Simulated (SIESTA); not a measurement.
# SIESTA run on Ge₂SeN₂ (Cmc2_1, 10 atoms in the cell): self-consistent single point

Method: GGA PBEsol, numerical atomic orbitals DZP, PseudoDojo PBEsol standard norm-conserving potentials (rewritten from UPF to PSML) in SIESTA 5.4.2.

The input file:

```
# files in the folder: Ge.psml Se.psml N.psml (PseudoDojo PBEsol standard)
SystemName  Ge2SeN2
SystemLabel Ge2SeN2

NumberOfAtoms                10
NumberOfSpecies              3
%block ChemicalSpeciesLabel
  1 32 Ge
  2 34 Se
  3 7 N
%endblock ChemicalSpeciesLabel
LatticeConstant              6.364757 Ang
%block LatticeVectors
     0.885975694   -0.463731765    0.000000000
     0.885975694    0.463731765    0.000000000
     0.000000000    0.000000000    0.814365733
%endblock LatticeVectors
AtomicCoordinatesFormat      Ang
%block AtomicCoordinatesAndAtomicSpecies
     2.074257117   -0.884812661    1.729750853  1
     9.203782883    0.884812661    4.321370853  1
     9.203782883   -0.884812661    1.729750853  1
     2.074257117    0.884812661    4.321370853  1
     5.639020000    1.240827416    0.902039257  2
     5.639020000   -1.240827416    3.493659257  2
     2.465943446   -0.756125517    3.531185915  3
     8.812096554    0.756125517    0.939565915  3
     8.812096554   -0.756125517    3.531185915  3
     2.465943446    0.756125517    0.939565915  3
%endblock AtomicCoordinatesAndAtomicSpecies

XC.functional                GGA
XC.authors                   PBEsol
PAO.BasisSize                DZP
PAO.EnergyShift              0.01 Ry
MeshCutoff                   350 Ry
%block kgrid.MonkhorstPack
    3   0   0  0.0
    0   3   0  0.0
    0   0   3  0.0
%endblock kgrid.MonkhorstPack
OccupationFunction           MP
OccupationMPOrder            0
ElectronicTemperature        232.09 K

MaxSCFIterations             150
SCF.Mixer.Method             Pulay
SCF.Mixer.Weight             0.25
SCF.Mixer.History            8
SCF.DM.Tolerance             1.0E-05
Diag.ParallelOverK           true
WriteForces                  true
```

Log, with long lists cut:

```
reinit: Reading from file input.fdf

reinit: System Name: Ge2SeN2
reinit: System Label: Ge2SeN2

coor:   Atomic-coordinates input format  =     Cartesian coordinates
coor:                                          (in Angstroms)

siesta: Atomic coordinates (Bohr) and species
siesta:      3.91978  -1.67205   3.26876  1        1
siesta:     17.39263   1.67205   8.16621  1        2
siesta:     17.39263  -1.67205   3.26876  1        3
siesta:      3.91978   1.67205   8.16621  1        4
siesta:     10.65620   2.34482   1.70461  2        5
siesta:     10.65620  -2.34482   6.60206  2        6
siesta:      4.65996  -1.42887   6.67297  3        7
siesta:     16.65245   1.42887   1.77552  3        8
siesta:     16.65245  -1.42887   6.67297  3        9
siesta:      4.65996   1.42887   1.77552  3       10

siesta: System type = bulk

initatomlists: Number of atoms, orbitals, and projectors:     10   160   140

siesta: ******************** Simulation parameters ****************************
redata: Spin configuration                          = none
redata: Time-Reversal Symmetry                      = T
redata: Number of Atomic Species                    =        3
redata: Mesh Cutoff                                 =   350.0000 Ry
redata: Net charge of the system                    =     0.0000 |e|
redata: Min. number of SCF Iter                     =        0
redata: Max. number of SCF Iter                     =      150
redata: SCF convergence failure will abort job
redata: SCF mix quantity                            = Hamiltonian
redata: Mix DM or H after convergence               =   F
redata: Recompute H after scf cycle                 =   F
redata: Mix DM in first SCF step                    =   T
redata: No kicks to SCF
redata: DM Mixing Weight for Kicks                  =     0.5000
redata: Require Harris convergence for SCF          =   F
redata: Harris energy tolerance for SCF             =     0.000100 eV
   [... lines left out ...]
diag: Used triangular part                          = Lower
diag: Absolute tolerance                            =  0.100E-15
diag: Orthogonalization factor                      =  0.100E-05
diag: Memory factor                                 =  1.0000

superc: Internal auxiliary supercell:     5 x     5 x     3  =      75
superc: Number of atoms, orbitals, and projectors:    750  12000  10500

                        Single-point calculation

superc: Internal auxiliary supercell:     5 x     5 x     3  =      75
superc: Number of atoms, orbitals, and projectors:    750  12000  10500

outcell: Unit cell vectors (Ang):
        5.639020   -2.951540    0.000000
        5.639020    2.951540    0.000000
        0.000000    0.000000    5.183240

outcell: Cell vector modules (Ang)   :    6.364757    6.364757    5.183240
outcell: Cell angles (23,13,12) (deg):     90.0000     90.0000     55.2563
outcell: Cell volume (Ang**3)        :    172.5375
new_DM -- step:     1
Initializing Density Matrix...

Attempting to read DM from file... Failed...
DM filled with atomic data:

InitMesh: MESH = 64 x 64 x 64 = 262144
InitMesh: Mesh cutoff (required, used) =   350.000   356.004 Ry

stepf: Methfessel-Paxton step function
       Using Hermite-Gauss polynomials of order  0
        iscf     Eharris(eV)        E_KS(eV)     FreeEng(eV)     dDmax    Ef(eV) dHmax(eV)
   scf:    1   -17378.073113   -17406.237412   -17406.237412  1.447497 -3.741490  7.515976
   scf:    2   -17419.800228   -17414.952034   -17414.952034  0.090751 -4.182053  3.339005
   scf:    3   -17416.186412   -17415.682986   -17415.682986  0.041567 -4.180681  1.774132
   scf:    4   -17415.883135   -17415.813413   -17415.813413  0.051495 -4.350098  0.580059
   scf:    5   -17415.832392   -17415.825807   -17415.825807  0.016904 -4.677489  0.069196
   scf:    6   -17415.824655   -17415.826171   -17415.826171  0.003026 -4.658025  0.076338
   scf:    7   -17415.826186   -17415.826628   -17415.826628  0.002220 -4.687149  0.034858
   scf:    8   -17415.826799   -17415.826762   -17415.826762  0.000412 -4.681200  0.002286
   scf:    9   -17415.826761   -17415.826762   -17415.826762  0.000188 -4.681133  0.002492
   scf:   10   -17415.826763   -17415.826762   -17415.826762  0.000079 -4.681880  0.000078
   scf:   11   -17415.826762   -17415.826762   -17415.826762  0.000013 -4.681919  0.000207
   scf:   12   -17415.826762   -17415.826762   -17415.826762  0.000004 -4.681976  0.000011
SCF Convergence by DM+H criterion
max |DM_out - DM_in|         :     0.0000037097
max |H_out - H_in|      (eV) :     0.0000111755
SCF cycle converged after 12 iterations

Using DM_out to compute the final energy and forces

siesta: E_KS(eV) =           -17415.8268

siesta: E_KS - E_eggbox =    -17415.8268

siesta: Atomic forces (eV/Ang):
     1    0.084654    0.047562    0.180063
     2   -0.084654   -0.047562    0.180063
     3   -0.084654    0.047562    0.180064
     4    0.084654   -0.047562    0.180063
     5    0.000000   -0.635240   -0.580247
     6   -0.000000    0.635240   -0.580247
     7   -0.098895   -0.060098    0.110710
     8    0.098895    0.060098    0.110710
     9    0.098895   -0.060098    0.110710
    10   -0.098895    0.060098    0.110710
   Tot    0.000000   -0.000000    0.002598
   Max    0.635240
   Res    0.241553    sqrt( Sum f_i^2 / 3N )
   Max    0.635240    constrained

Stress tensor Voigt[x,y,z,yz,xz,xy] (kbar):      -30.79      -17.85      -24.28       -0.00       -0.00       -0.00
(Free)E + p*V (eV/cell)   -17413.2093
Target enthalpy (eV/cell)   -17415.8268

siesta: Program's energy decomposition (eV):
siesta: Ebs     =     -2794.294971
siesta: Eions   =     18510.335599
siesta: Ena     =       812.548806
siesta: Ekin    =     12369.690742
siesta: Enl     =     -8127.903076
siesta: Eso     =         0.000000
siesta: Edftu   =         0.000000
siesta: DEna    =        22.728569
siesta: DUscf   =         4.042541
siesta: DUext   =         0.000000
siesta: Ex      =     -3750.674720
siesta: Ec      =      -235.924025
siesta: Exc     =     -3986.598744
siesta: Eharris =    -17415.826762
siesta: Etot    =    -17415.826762
siesta: FreeEng =    -17415.826762

siesta: Atomic forces (eV/Ang):
siesta:      1    0.084654    0.047562    0.180063
siesta:      2   -0.084654   -0.047562    0.180063
siesta:      3   -0.084654    0.047562    0.180064
siesta:      4    0.084654   -0.047562    0.180063
siesta:      5    0.000000   -0.635240   -0.580247
siesta:      6   -0.000000    0.635240   -0.580247
siesta:      7   -0.098895   -0.060098    0.110710
siesta:      8    0.098895    0.060098    0.110710
siesta:      9    0.098895   -0.060098    0.110710
siesta:     10   -0.098895    0.060098    0.110710
siesta: ----------------------------------------
siesta:    Tot    0.000000   -0.000000    0.002598

siesta: Stress tensor (static) (eV/Ang**3):
siesta:    -0.019218   -0.000000   -0.000000
siesta:    -0.000000   -0.011140    0.000000
siesta:    -0.000000   -0.000000   -0.015153

siesta: Cell volume =        172.537548 Ang**3

siesta: Pressure (static):
siesta:                Solid            Molecule  Units
siesta:           0.00016523          0.00018423  Ry/Bohr**3
siesta:           0.01517043          0.01691500  eV/Ang**3
siesta:          24.30570330         27.10081294  kBar
```

The run converged in 12 iterations.

The starting cell comes from a database of computed structures (which also holds hypothetical and non-ambient phases and stackings), without a prior relaxation at this level. Values carry the incompleteness of an atom-centred basis.

Cost on one core of a shared machine: roughly 2 min.
